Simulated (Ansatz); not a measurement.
ZnO (P6_3mc) under uniaxial stress zz (compression positive): hole mass along x by PBEsol with spin-orbit coupling, rigid bands (plane waves, PAW; Ansatz, an electronic-structure program). The unloaded cell, whose axes the loads refer to:

Space group P6₃mc (No. 186); a = 3.230 Å, b = 3.230 Å, c = 5.214 Å, α = 90.00°, β = 90.00°, γ = 120.00°

```json
[
 {"atom": "Zn", "site": "2b", "symmetry": "3m.", "x": "0.3333", "y": "0.6667", "z": "0.0007"},
 {"atom": "O", "site": "2b", "symmetry": "3m.", "x": "0.3333", "y": "0.6667", "z": "0.3796"}
]
```

| uniaxial stress zz (compression positive) (GPa) | volume per atom (Å³) | hole mass along x (mₑ) |
|---|---|---|
| -2 | 11.83 | 1.88 |
| -1 | 11.80 | 1.86 |
| 0 | 11.78 | ? |
| 1 | 11.75 | 1.82 |
| 2 | 11.72 | 1.77 |

Question: Fit a straight line to ln(hole mass along x) against the load over the rows given, and predict the row at 0 GPa.

Answer: The means are x̄ = 0.000 GPa and ȳ = 0.6054; Σ(x − x̄)(y − ȳ) = -0.1423 and Σ(x − x̄)² = 10.00, so the slope is -1.42 % per GPa, and the rows given lie within 0.77 % of the line. At 0 GPa the line gives 1.83 mₑ; the calculation gives 1.85 mₑ, 0.97 % from it.

Masses are for dilute carriers at 300 K, harmonic means over directions unless an axis is named. Stresses and pressures are the targets of the relaxation. The structure type is held at every load. Geometry: cell and atoms relaxed with PBEsol.
